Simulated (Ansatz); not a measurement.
The reference is GaN in the wurtzite structure (space group P6_3mc, No. 186).

```
CELL_PARAMETERS angstrom
      3.18312     0.00000     0.00000
     -1.59156     2.75667     0.00000
      0.00000     0.00000     5.18363
ATOMIC_POSITIONS crystal
  Ga 0.66667 0.33333 0.00099
  Ga 0.33333 0.66667 0.50099
  N  0.66667 0.33333 0.62421
  N  0.33333 0.66667 0.12421
```

Cartesian axes are those of the cell as printed.

All numbers come from r2SCAN/PAW in Ansatz (a program for electronic structure), no spin-orbit coupling.

Strains are applied to the cell and any free atomic positions relax; under biaxial strain the out-of-plane vector relaxes too; under stress the whole cell relaxes.

One change was made to it. Results:

```csv
quantity,base,after
band gap,2.35 eV,2.43 eV
electron mass,"0.17 mₑ along c, 0.19 mₑ across (at Γ)","0.16 mₑ out of plane, 0.22 mₑ in plane (at Γ)"
shortest interatomic distance,1.946 Å,1.907 Å
```

Name the change that was made.
A) isotropic strain −0.87 %
B) uniaxial stress, 2 GPa tension along x
C) biaxial strain −3.37 %, plane normal [001], relaxed out of plane
D) uniaxial stress, 1 GPa compression along x
E) biaxial strain −1.74 %, plane normal [001], relaxed out of plane

C, biaxial strain −3.37 %, plane normal [001], relaxed out of plane. For comparison, the electron mass in the other runs: biaxial strain −1.74 %, plane normal [001], relaxed out of plane gives 0.17 mₑ out of plane, 0.20 mₑ in plane (at Γ); uniaxial stress, 1 GPa compression along x gives 0.17 mₑ along z, 0.19 mₑ across (at Γ); uniaxial stress, 2 GPa tension along x gives 0.17 mₑ along z, 0.19 mₑ across (at Γ); isotropic strain −0.87 % gives 0.18 mₑ along c, 0.20 mₑ across (at Γ).

Effective masses come from finite differences of ±0.01 Å⁻¹. Beyond what the load breaks, stability against distortions was not tested.
